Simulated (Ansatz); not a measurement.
Here is the system:

```xyz
10
Lattice="-2.7848 2.7848 3.9044 2.7848 -2.7848 3.9044 2.7848 2.7848 -3.9044" Properties=species:S:1:pos:R:3 pbc="T T T"
Sr     0.0000     2.7848     1.9522
Sr     2.7848     0.0000     1.9522
Ti     0.0000     0.0000     0.0000
Ti     0.0000     0.0000     3.9044
O     -1.2979     1.4869     3.9044
O      4.0826     1.2979     0.0000
O      1.2979     1.4869     0.0000
O      1.4869     1.2979     3.9044
O      0.0000     0.0000     5.8565
O      0.0000     0.0000     1.9522
```

The numbers are results of PBEsol, rigid bands (plane waves, PAW, scalar-relativistic; Ansatz, a program for electronic structure), not measurements. Condition of this run: biaxial strain xx = yy = +1.5 %, z clamped. How the cell was made: cell and atoms relaxed with PBEsol, then loaded as said.

Q: Predict the hole conductivity mass (n e² τ/σ) at 300 K, by direction if it differs.

A: 2.4 (x), 2.4 (y), 1.20 (z) mₑ.

Q: What conductivity effective mass do dilute electrons have at 300 K?

A: 0.64 (x), 0.64 (y), 0.72 (z) mₑ.

Q: And the band gap?

A: 1.85 eV at this level; semilocal functionals usually fall short of the measured gap.

Rigid bands, one relaxation time for all states, no polarons. Spin-orbit coupling is left out; where it splits the top of the valence band it changes the hole mass and lowers the gap by about a third of the splitting.
